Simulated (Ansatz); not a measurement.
# LuAs in the rock salt structure (space group Fm-3m, No. 225; a model cell, its experimental status unchecked)

```xyz
2
Lattice="0.0000 2.8380 2.8380 2.8380 0.0000 2.8380 2.8380 2.8380 0.0000" Properties=species:S:1:pos:R:3 pbc="T T T"
As     0.0000     0.0000     0.0000
Lu     2.8380     2.8380     2.8380
```

Calculations: DFT with r2SCAN, PAW potentials and a 500 eV plane-wave cutoff in Ansatz (a program for electronic structure), no SOC. k-mesh 14×14×14 (Γ-centred); smearing 0.05 eV (Fermi–Dirac).

The volume per atom comes out as 22.86 Å³, the density is 9.08 g/cm³ and the band gap is zero. The total energy is -9805.843 eV/atom (σ→0; compares only within this code and set-up).

No phonon test of stability was made. The final runs are not spin-polarised. A zero or small gap of LuAs can be the functional's error rather than a property of the material.
